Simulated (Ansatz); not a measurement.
## What uniaxial strain ε_zz = −1.31 % does to BP

Take BP in the zinc blende structure (space group F-43m, No. 216; a = 4.537 Å) as the base. Axes: x, y, z lie along the cube axes.

Modification: the cell is compressed by 1.31 % along z with no lateral relaxation, atoms relaxed at fixed cell.

All numbers come from Ansatz (a quantum-chemistry and plane-wave program), r2SCAN, PAW, cutoff 500 eV, no spin-orbit coupling. k-mesh 12×12×12 (Γ-centred); smearing 0.05 eV (Fermi–Dirac).

The volume per atom falls by 0.15 Å³, from 11.67 Å³ to 11.52 Å³ and the space group changes from F-43m (No. 216) to I-4m2 (No. 119). The shortest interatomic distance drops by 0.0085 Å to 1.956 Å and the energy goes up by 2.3 meV/atom. The pressure (mean of the normal stresses, compression positive) increases by 2.29 GPa (-0.01 GPa → 2.28 GPa) and the band gap decreases by 0.23 eV, from 1.41 eV to 1.18 eV. The gap character is indirect, Γ → k = (0.417, 0.417, 0) in the run's primitive reciprocal basis and the smallest direct gap drops by 0.12 eV, from 3.60 eV to 3.48 eV. The electron mass is still 1.3 mₑ along k, 0.22 mₑ across (off the special points) and the hole mass amounts to 0.33 mₑ along z, 0.23 mₑ across (at Γ). The valence-band top at Γ (three highest levels, from the VBM) changes from 0.00, 0.00, 0.00 eV to 0.00, -0.14, -0.14 eV and the stress (xx, yy, zz, yz, xz, xy; compression positive) is (1.02, 1.02, 4.80, 0.00, 0.00, 0.00) GPa.

Final structure:

```
BP
1.0
    0.00000     2.26829     2.23858
    2.26829     0.00000     2.23858
    2.26829     2.26829     0.00000
P B
1 1
Direct
  0.25000   0.25000   0.25000
  0.00000   0.00000   0.00000
```

Masses are band curvatures over ±0.01 Å⁻¹ around the edge. Along k means along the line from Γ to the band edge. No phonon test of stability was made. k-point labels follow each cell's own Brillouin zone.
